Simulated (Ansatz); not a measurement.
Consider Cu$_{3}$Sn (space group Pmmn, No. 59).

```
CELL_PARAMETERS angstrom
      4.26405     0.00000     0.00000
      0.00000     5.42564     0.00000
      0.00000     0.00000     4.77482
ATOMIC_POSITIONS crystal
  Cu 0.50000 0.00000 0.29884
  Cu 0.00000 0.50000 0.70116
  Cu 0.00000 0.75279 0.15476
  Cu 0.00000 0.24721 0.15476
  Cu 0.50000 0.74721 0.84524
  Cu 0.50000 0.25279 0.84524
  Sn 0.50000 0.50000 0.34399
  Sn 0.00000 0.00000 0.65601
```

Cartesian axes are those of the cell as printed.

The values are results of PBEsol, PAW, 420 eV (Ansatz, a quantum-chemistry and plane-wave program; spin-orbit coupling left out), earlier PAW set, not measurements.

Strains are applied to the cell and any free atomic positions relax.

One change was made to it. Results:

The pressure (mean of the normal stresses, compression positive) goes from zero to -3.7 GPa; the energy increases by 5.3 meV/atom; the band gap is still zero.

Q: What was done to the base?
A. strain tensor (xx, yy, zz, yz, xz, xy) = (−1.15, +0.58, +0.21, −0.15, −0.09, +0.47) %
B. isotropic strain +4.27 %
C. isotropic strain +1.05 %
D. uniaxial strain ε_zz = +2.42 %

A: C, isotropic strain +1.05 %. For comparison, the energy relative to the base in the other runs: uniaxial strain ε_zz = +2.42 % gives +3.8 meV/atom; strain tensor (xx, yy, zz, yz, xz, xy) = (−1.15, +0.58, +0.21, −0.15, −0.09, +0.47) % gives +1.2 meV/atom; isotropic strain +4.27 % gives +76 meV/atom.

Without a gap, meshes like the base's 11×9×10 leave anisotropic stresses uncertain by several tenths of a GPa, and small strain energies with them. Whether these cells are dynamically stable was not tested. All final runs are without spin polarisation.
